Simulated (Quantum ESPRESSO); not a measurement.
Band structure of Fe2O3 (R-3c, 10 atoms in the cell).

```yaml
crystal:
  lattice:
    - [2.59076, -1.49578, 4.67224]
    - [0.00000, 2.99155, 4.67224]
    - [-2.59076, -1.49578, 4.67224]
  atoms:
    - { symbol: Fe, position: [0.85482, 0.85482, 0.85482], spin: 4.0 }
    - { symbol: Fe, position: [0.14518, 0.14518, 0.14518], spin: 4.0 }
    - { symbol: Fe, position: [0.64518, 0.64518, 0.64518], spin: 4.0 }
    - { symbol: Fe, position: [0.35482, 0.35482, 0.35482], spin: 4.0 }
    - { symbol: O, position: [0.44460, 0.75000, 0.05540] }
    - { symbol: O, position: [0.55540, 0.25000, 0.94460] }
    - { symbol: O, position: [0.05540, 0.44460, 0.75000] }
    - { symbol: O, position: [0.94460, 0.55540, 0.25000] }
    - { symbol: O, position: [0.75000, 0.05540, 0.44460] }
    - { symbol: O, position: [0.25000, 0.94460, 0.55540] }
```
(The spins are starting values, not results.)

Computed with PBE, PSlibrary PAW (PBE) pseudopotentials (plane waves; Quantum ESPRESSO).

Settings: ecutwfc = 55 Ry; ecutrho = 330 Ry; occupations = smearing; smearing = cold; degauss = 0.0073499 Ry; nspin = 2; potentials = {Fe: Fe.pbe-n-kjpaw_psl.1.0.0.UPF, O: O.pbe-n-kjpaw_psl.0.1.UPF}; K_POINTS = automatic 4 4 4 1 1 1; conv_thr = 1e-10 Ry; mixing_beta = 0.4.

The starting cell comes from a database of computed structures (which also holds hypothetical and non-ambient phases and stackings), without a prior relaxation at this level. Its lattice was rescaled by a random factor within 2.5 % of one. The magnetic order is the one reached from the typed start; others were not searched systematically.

Levels in eV from the Fermi level, bands 39 to 44 of the first spin channel:
| point | 39 | 40 | 41 | 42 | 43 | 44 |
|---|---|---|---|---|---|---|
| Γ | -0.82 | -0.82 | -0.01 | -0.01 | 0.47 | 0.47 |
| L | -0.57 | -0.57 | -0.47 | -0.47 | -0.06 | -0.06 |
| Z | -1.04 | -1.04 | 0.03 | 0.03 | 0.03 | 0.03 |
| F | -1.14 | -0.87 | -0.26 | 0.05 | 0.15 | 0.27 |
| P1 | -1.01 | -0.63 | -0.25 | -0.20 | 0.03 | 0.24 |
| P | -1.01 | -0.63 | -0.25 | -0.20 | 0.03 | 0.24 |

Bands cross the Fermi level along this path, so the cell is metallic at this level.

The net moment of the cell came out as 13.98 μB.
